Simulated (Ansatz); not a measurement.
Worked example: self-consistent single point of VBiO4 (I4_1/a, 12 atoms in the cell) in Ansatz (a program for electronic structure).

Computed with revPBE, PAW files made with PBE (plane waves; Ansatz).

```xyz
12
Lattice="-2.5636 2.5636 5.8019 2.5636 -2.5636 5.8019 2.5636 2.5636 -5.8019" Properties=species:S:1:pos:R:3 pbc="T T T"
V      0.0000     0.0000     5.8019
V      2.5636     0.0000     2.9009
Bi     0.0000     0.0000     0.0000
Bi     0.0000     2.5636     2.9009
O      3.2867     1.2817    -0.9182
O      3.8455     0.7231     1.9827
O     -0.7231     1.2819     4.8837
O      1.2817    -0.7231     1.9827
O      1.8405     1.2819     3.8191
O      1.2817     1.8405     0.9182
O      3.2867    -1.2819     3.8191
O      1.2819     0.7231     6.7201
```

Reference input (self-consistent single point, DFT, revPBE, plane waves, PAW files made with PBE): basis.ecutwfc = 420 eV; kpoints.mp_grid.grid = 6 6 6; kpoints.mp_grid.shift = 0.5 0.5 0.5; hamiltonian.xc = revpbe; hamiltonian.pseudopotentials = {kind: paw} (the program's default PAW files); scf.occupations.method = fixed. This run's input differs from it in these lines:

Ansatz 0.2 input:
```diff
@@ -19,3 +19,3 @@
 basis:
-  ecutwfc: 420.0 eV
+  ecutwfc: 170.0 eV
 kpoints:
```

Output, abridged:

```
SCF iter   1: F=—  HF=-35080.808605 eV  |F-HF|=—  |Δ(HF+E_count)|=         —  Δρ=2.25e-1  dr2=3.22e1  ethr=3.10e-3  ⟨swp⟩=4.0  Hψ=6340  notcnv=0  defer=240
all-band conjugate gradients solve this SCF's bands
preconditioner: auto → Resta (q_TF=auto, 2.560 Å⁻¹)
SCF iter   2: F=—  HF=-35070.493857 eV  |F-HF|=—  |Δ(HF+E_count)|=    1.03e1  Δρ=1.02e-1  dr2=7.00e0  ethr=3.10e-3  ⟨swp⟩=2.0  Hψ=4603  notcnv=0  defer=227
   [... lines left out ...]
SCF iter   6: F=—  HF=-35068.155902 eV  |F-HF|=—  |Δ(HF+E_count)|=   5.56e-3  Δρ=4.61e-4  dr2=3.78e-4  ethr=6.07e-6  ⟨swp⟩=2.0  Hψ=3005  notcnv=0  defer=350
SCF iter   7: F=—  HF=-35068.156414 eV  |F-HF|=—  |Δ(HF+E_count)|=   5.13e-4  Δρ=1.73e-4  dr2=6.32e-5  ethr=3.64e-7  ⟨swp⟩=2.0  Hψ=3114  notcnv=0  defer=278
SCF iter   8: F=—  HF=-35068.155917 eV  |F-HF|=—  |Δ(HF+E_count)|=   4.97e-4  Δρ=2.78e-5  dr2=1.56e-6  ethr=6.08e-8  ⟨swp⟩=2.0  Hψ=3078  notcnv=0  defer=238
SCF iter   9: F=-35068.155919 eV  HF=-35068.155919 eV  |F-HF|=2.11e-8  |Δ(HF+E_count)|=   2.41e-6  Δρ=6.76e-6  dr2=8.20e-8  ethr=9.62e-11  ⟨swp⟩=8.5  Hψ=10728  notcnv=0
SCF 1 converged in 9 iterations: F = -35068.155919 eV  dr2 = 8.20e-8
Free energy (F): -35068.155919 eV
Internal energy: -35068.155919 eV  (E = F + TS)
E sigma→0 (E₀):  -35068.155919 eV
Fermi energy:    9.135552 eV
--- Forces (eV/Å), atoms counted from 1 ---
  atom   1  V     -0.00000000     0.00000000     0.00000000
  atom   2  V     -0.00000000     0.00000000     0.00000000
  atom   3  Bi     0.00000000     0.00000000     0.00000000
  atom   4  Bi    -0.00000000     0.00000000     0.00000000
  atom   5  O      0.21647519    -0.95913659    -0.76957603
  atom   6  O      0.95913659     0.21647519    -0.76957603
  atom   7  O     -0.21647519     0.95913659    -0.76957603
  atom   8  O     -0.95913659    -0.21647519    -0.76957603
  atom   9  O     -0.21647519     0.95913659     0.76957603
   [... lines left out ...]
  atom  12  O      0.95913659     0.21647519     0.76957603
--- Stress (GPa, compression-positive) ---
       15.493211       0.000000      -0.000000
       -0.000000      15.493211       0.000000
        0.000000       0.000000      16.666261
  P = ⅓ Tr σ = 15.8842 GPa (158.842 kbar)
  The stress holds the Pulay correction. Without it, at fixed plane waves, as pw.x and ABINIT print it: P = -441.0228 GPa
```

The run converged in 9 iterations. Against the reference run the free energy goes up by 11.4 eV/atom, the pressure goes from 6.50 to 15.88 GPa, the largest force goes from 0.093 to 1.249 eV/Å and the gap on the mesh goes from 2.146 to 2.504 eV.

The starting cell comes from a database of computed structures (which also holds hypothetical and non-ambient phases and stackings), without a prior relaxation at this level. Its lattice was rescaled by a random factor within 2.5 % of one. Spin-orbit coupling is off. Forces in this geometry exceed 1 eV/Å. Ansatz's pressure includes its estimate of the finite-basis (Pulay) stress. Without the estimate this run gives -441.02 GPa. The cutoff lies below the one recommended for these files. The shifted mesh does not hold Γ, so a gap read on it misses any band edge there.
